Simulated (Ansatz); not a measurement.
The starting structures come from a database of crystals and need not be the phases stable at ambient conditions.

 Where the default PAW files enter, the runs use the earlier of Ansatz's two default sets.

## Evanescent states of LaAlH6 (R-3m, not sure to be the ambient phase, 8 atoms a cell, 9.6 Å³ an atom) along the normal of (100)

Calculation: r2SCAN (plane waves, PAW; Ansatz, a program for electronic structure).

The gap is the functional's own, uncorrected, and κ follows it; spin-orbit coupling is left out. Mid-gap values are interpolated between the computed energies.

Energies count from the valence-band top; κ is the least over a 6×6 mesh across the current.

```tsv
E (eV)	κ (1/Å)	where
0.07	0.097	off Γ
0.23	0.161	off Γ
0.38	0.199	off Γ
0.53	0.227	off Γ
0.68	0.249	off Γ
0.82	0.266	off Γ
0.97	0.267	Γ
1.12	0.264	Γ
1.27	0.260	Γ
1.43	0.255	Γ
1.57	0.248	Γ
1.73	0.241	Γ
1.88	0.231	Γ
2.02	0.220	Γ
2.17	0.206	Γ
2.33	0.191	Γ
2.48	0.171	Γ
2.62	0.147	Γ
2.77	0.113	Γ
2.92	0.052	Γ
```

Q: How thick must the barrier be to attenuate the transmission by 10^8 when the electrodes' Fermi level lies at 2.92 eV, and what attenuation does that film give at 0.82 eV?

A: d = 8 ln 10 / (2 × 0.052) = 177.1 Å. At 0.82 eV it gives 8 × 0.266/0.052 = 40.9 decades.
